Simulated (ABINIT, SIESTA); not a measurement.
An ABINIT input for a self-consistent single point of Ir3Os (Pm-3m, 4 atoms in the cell) (DFT, PBEsol, plane waves, norm-conserving pseudopotentials (PseudoDojo nc-sr-04 PBEsol standard)):

```
# Ir3Os, PseudoDojo nc-sr-04 PBEsol standard
pp_dirpath "./"
pseudos "Os.upf, Ir.upf"
acell 7.2717984084 7.2717984084 7.2717984084
rprim
         1.0000000000    0.0000000000    0.0000000000
         0.0000000000    1.0000000000    0.0000000000
         0.0000000000    0.0000000000    1.0000000000
natom 4
ntypat 2
znucl 76 77
typat 1 2 2 2
xred
         0.0000000000    0.0000000000    0.0000000000
         0.0000000000    0.5000000000    0.5000000000
         0.5000000000    0.0000000000    0.5000000000
         0.5000000000    0.5000000000    0.0000000000
ecut 1007 eV
ixc -116133
occopt 3
tsmear 0.00367493
nband 43
kptopt 1
ngkpt 11 11 11
nshiftk 1
shiftk 0 0 0
nstep 80
tolvrs 1.0e-12
prtwf 0
prtden 0
prtvol 1
enunit 1
```

**Question.** Translate this input to SIESTA.

**Answer.** One input that does it (others would too):

```
# files in the folder: Os.psml Ir.psml (PseudoDojo PBEsol standard)
SystemName  Ir3Os
SystemLabel ir3os

NumberOfAtoms                4
NumberOfSpecies              2
%block ChemicalSpeciesLabel
  1 76 Os
  2 77 Ir
%endblock ChemicalSpeciesLabel
LatticeConstant              1.0 Bohr
%block LatticeVectors
     7.271798408    0.000000000    0.000000000
     0.000000000    7.271798408    0.000000000
     0.000000000    0.000000000    7.271798408
%endblock LatticeVectors
AtomicCoordinatesFormat      Bohr
%block AtomicCoordinatesAndAtomicSpecies
     0.000000000    0.000000000    0.000000000  1
     0.000000000    3.635899204    3.635899204  2
     3.635899204    0.000000000    3.635899204  2
     3.635899204    3.635899204    0.000000000  2
%endblock AtomicCoordinatesAndAtomicSpecies

XC.functional                GGA
XC.authors                   PBEsol
PAO.BasisSize                DZP
PAO.EnergyShift              0.01 Ry
MeshCutoff                   350 Ry
%block kgrid.MonkhorstPack
   11   0   0  0.0
    0  11   0  0.0
    0   0  11  0.0
%endblock kgrid.MonkhorstPack
OccupationFunction           FD
ElectronicTemperature        100.0 meV

MaxSCFIterations             150
SCF.Mixer.Method             Pulay
SCF.Mixer.Weight             0.1
SCF.Mixer.History            6
SCF.DM.Tolerance             1.0E-05
Diag.ParallelOverK           true
WriteForces                  true
```

Basis settings and potentials, where a program has them, do not carry over. This input uses DFT, GGA PBEsol, numerical atomic orbitals DZP, PseudoDojo PBEsol standard norm-conserving potentials (rewritten from UPF to PSML). Both were run: pressure -6.89 GPa in ABINIT and -7.63 in SIESTA.

On ABINIT: the starting cell comes from a database of computed structures (which also holds hypothetical and non-ambient phases and stackings), without a prior relaxation at this level. Spin polarisation is off. With a pressure of about -7 GPa the cell is away from its equilibrium volume at this level.

On SIESTA: the starting cell comes from a database of computed structures (which also holds hypothetical and non-ambient phases and stackings), without a prior relaxation at this level. Spin polarisation is off. Values carry the incompleteness of an atom-centred basis. With a pressure of about -8 GPa the cell is away from its equilibrium volume at this level.
